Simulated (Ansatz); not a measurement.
Start from GaN in the zinc blende structure (space group F-43m, No. 216; a = 4.498 Å).

Computed with Ansatz (a quantum-chemistry and plane-wave program) PBEsol, without spin-orbit coupling.

Before the change:

The gap between the host's bands comes out as 1.70 eV and the gap character is direct at Γ.

The change: hole doping at 7.0×10^20 cm⁻³ (0.0159 per cell), with a uniform compensating background at fixed cell and a 300 K Fermi–Dirac width.

### Question
Estimate the effect on the Fermi level from band edge.

### Answer
The Fermi level relative to the doped band's edge (positive inside the band; to 0.05 eV) amounts to +0.10 eV.

### Question
Estimate the effect on the gap between the host's bands.

### Answer
The gap between the host's bands increases by 0.02 eV to 1.72 eV.

### Question
What happens to the gap character?

### Answer
The gap character is still direct at Γ.

Charged cell with a jellium background: band edges are those of the host's band count, energies are not comparable with the neutral cell, and many-body gap narrowing is missing. No phonon test of stability was made. This is not the structure that GaN has at room temperature and ambient pressure.
